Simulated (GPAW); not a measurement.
Band structure of CaTl (Pm-3m, 2 atoms in the cell).

```yaml
crystal:
  lattice:
    - [3.84700, 0.00000, 0.00000]
    - [0.00000, 3.84700, 0.00000]
    - [0.00000, 0.00000, 3.84700]
  atoms:
    - { symbol: Ca, position: [0.00000, 0.00000, 0.00000] }
    - { symbol: Tl, position: [0.50000, 0.50000, 0.50000] }
```

Method: PBEsol, GPAW PAW datasets PBEsol (made by gpaw-setup) (plane waves; GPAW).

Settings: mode = pw; ecut = 600 eV; xc = PBEsol; kpts = 7 7 7; mesh shift (steps) = 0.5 0.5 0.5; occupations.name = methfessel-paxton; occupations.width = 0.1 eV; occupations.order = 0; nbands = -6; convergence.density = 1e-05 e/electron; convergence.energy = 1e-05 eV/electron; symmetry.symmorphic = false; symmetry.tolerance = 0.0005; maxiter = 120.

The starting cell comes from a database of published, mostly measured structures (it also holds non-ambient and calculated ones), without a prior relaxation at this level. Spin-orbit coupling is off.

Levels in eV from the Fermi level, bands 9 to 15:
| point | 9 | 10 | 11 | 12 | 13 | 14 | 15 |
|---|---|---|---|---|---|---|---|
| Γ | -11.33 | -8.40 | 1.30 | 1.30 | 2.97 | 2.97 | 2.97 |
| X | -11.32 | -6.70 | -3.42 | 1.54 | 1.67 | 1.67 | 3.96 |
| M | -11.17 | -5.82 | -1.41 | -1.41 | 0.90 | 3.22 | 3.22 |
| R | -11.17 | -4.24 | -1.40 | -1.40 | -1.40 | 3.81 | 3.81 |

Bands cross the Fermi level along this path, so the cell is metallic at this level.
